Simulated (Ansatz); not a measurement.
The reference is Al in the fcc (Cu type) structure (space group Fm-3m, No. 225; relaxed with 0.1 eV smearing).

```yaml
crystal:
  lattice:
    - [0.00000, 1.99683, 1.99683]
    - [1.99683, 0.00000, 1.99683]
    - [1.99683, 1.99683, 0.00000]
  atoms:
    - { symbol: Al, position: [0.00000, 0.00000, 0.00000] }
```

Level of theory: r2SCAN, PAW, 500 eV (Ansatz, a quantum-chemistry and plane-wave program; without spin-orbit coupling).

Strains are applied to the cell and any free atomic positions relax.

One change was made to it. Results:

| quantity | base | after |
|---|---|---|
| energy relative to the base (free energy F) | 0 meV/atom | +18 meV/atom |
| pressure | 0.0 GPa | 6.4 GPa |

Name the change that was made.
A. isotropic strain −3.00 %
B. isotropic strain −2.50 %
C. isotropic strain −1.50 %
D. isotropic strain −2.00 %
E. isotropic strain −1.00 %

D, isotropic strain −2.00 %. For comparison, the energy relative to the base in the other runs: isotropic strain −2.50 % gives +28 meV/atom; isotropic strain −1.50 % gives +9.8 meV/atom; isotropic strain −3.00 % gives +41 meV/atom; isotropic strain −1.00 % gives +4.3 meV/atom.

Whether these cells are dynamically stable was not tested.
